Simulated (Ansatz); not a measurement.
# Short convergence ladders for ZrB2 (P6/mmm, 3 atoms in the cell)

```yaml
crystal:
  lattice:
    - [1.59292, -2.75903, 0.00000]
    - [1.59292, 2.75903, 0.00000]
    - [0.00000, 0.00000, 3.54765]
  atoms:
    - { symbol: Zr, position: [0.00000, 0.00000, 0.00000] }
    - { symbol: B, position: [0.33333, 0.66667, 0.50000] }
    - { symbol: B, position: [0.66667, 0.33333, 0.50000] }
```

Base method: PBE (plane waves, PAW; Ansatz, an electronic-structure program).

Base settings: basis.ecutwfc = 420 eV; kpoints.mp_grid.grid = 12 12 9; hamiltonian.xc = pbe; hamiltonian.pseudopotentials = {kind: paw} (the program's default PAW files); scf.occupations.method = fermi_dirac; scf.occupations.width = 0.1 eV.

The count of work is k-points × plane waves × bands × iterations; it is no time. Core times come from one kind of shared machine, to one figure; runs under 30 s give none.

**Zone-centre phonons against the cutoff**

In this ladder: phonons.method = dfpt.

The mesh stays at the base's, so the ladder's end is converged at best in this setting alone.

Frequencies are those of the unrelaxed cell, without the LO-TO term of polar crystals.

Only quantities that move along the ladder and can be compared are tabulated.

```tsv
basis.ecutwfc	highest zone-centre frequency (cm⁻¹)	lowest optical frequency (cm⁻¹)
210 eV	820.8	424.9
250 eV	756.9	448.4
295 eV	739.7	447.4
355 eV	748.0	441.9
505 eV	750.3	442.2
630 eV	750.3	442.2
```

Coarsest basis.ecutwfc that holds the lowest optical frequency within 2 cm⁻¹ of the last step, with all finer ones: 355 eV; the step before is off by 5.2 cm⁻¹.

Coarsest basis.ecutwfc that holds the highest zone-centre frequency within 2 cm⁻¹ of the last step, with all finer ones: 505 eV; the step before is off by 2.3 cm⁻¹.

**The q mesh of the phonons**

In this ladder: kpoints.mp_grid.grid = 12 12 12; phonons.method = dfpt.

Only quantities that move along the ladder and can be compared are tabulated.

Thermal sums run over frequencies interpolated from this q mesh.

```tsv
phonons.qmesh	zero-point energy (meV/atom)	vibrational free energy at 300 K (meV/atom)	core time / last (rough)
1 1 1	80.55	61.86	0.04
2 2 2	87.94	73.31	0.1
3 3 3	87.71	72.89	0.6
4 4 4	87.71	72.85	1
```

Coarsest phonons.qmesh that holds the vibrational free energy at 300 K within 2 meV/atom of the last step, with all finer ones: 2 2 2, at about 0.1 of the last step's time; the step before is off by 11 meV/atom.

Coarsest phonons.qmesh that holds the zero-point energy within 1 meV/atom of the last step, with all finer ones: 2 2 2, at about 0.1 of the last step's time; the step before is off by 7.2 meV/atom.

**The size of a vacancy's supercell**

On ZrB2 (P6/mmm, 6 atoms in the cell), and larger cells.

Steps: 2 x 1 x 1 supercell, one Zr atom taken out, nothing relaxed; 2 x 2 x 1 supercell, one Zr atom taken out, nothing relaxed; and so on, with the mesh thinned in proportion.

Only quantities that move along the ladder and can be compared are tabulated.

```tsv
atoms	energy of the cell with the vacancy less the whole one (holds the removed atom on the program's zero: only its change counts) (eV)	count of work / last
6	4190.029	0.084
12	4189.896	0.096
24	4189.657	0.23
54	4189.613	0.67
81	4189.554	1.0
```

Smallest size that holds the energy of the cell with the vacancy less the whole one (holds the removed atom on the program's zero: only its change counts) within 0.05 eV: not settled: the last two steps still differ by 0.059 eV, over half the tolerance, so the ladder does not show it.

On the base run: the starting cell has typed, rounded lattice constants, without a prior relaxation at this level. Its lattice was rescaled by up to half a per cent.

Keys are those of Ansatz 0.2.
